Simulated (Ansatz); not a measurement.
# A computed series for Y: response to strain

The reference is Y in the hcp (Mg type) structure (space group P6_3/mmc, No. 194; a = 3.594 Å, c = 5.610 Å; relaxed with 0.1 eV smearing).

Strains are applied to the cell and any free atomic positions relax.

Method: PBEsol (Ansatz, an electronic-structure program), no spin-orbit coupling.

Notes on the quantities. energy relative to the base: free energy F; pressure: mean of the normal stresses, compression positive.

| change | energy relative to the base | pressure | shortest interatomic distance |
|---|---|---|---|
| base | 0 meV/atom | 0.0 GPa | 3.489 Å |
| isotropic strain −3.00 % | +35 meV/atom | 4.4 GPa | 3.384 Å |
| isotropic strain −2.50 % | +24 meV/atom | 3.6 GPa | 3.402 Å |
| isotropic strain −2.00 % | +15 meV/atom | 2.8 GPa | 3.419 Å |
| isotropic strain −1.50 % | +8.6 meV/atom | 2.0 GPa | 3.437 Å |
| isotropic strain −0.50 % | +0.9 meV/atom | 0.6 GPa | 3.472 Å |
| isotropic strain +0.50 % | +0.9 meV/atom | -0.6 GPa | 3.507 Å |
| isotropic strain +1.00 % | +3.7 meV/atom | -1.2 GPa | 3.524 Å |
| isotropic strain +2.00 % | +14 meV/atom | -2.3 GPa | 3.559 Å |
| isotropic strain +2.50 % | +22 meV/atom | -2.8 GPa | 3.576 Å |

Whether these cells are dynamically stable was not tested. The final runs are not spin-polarised.
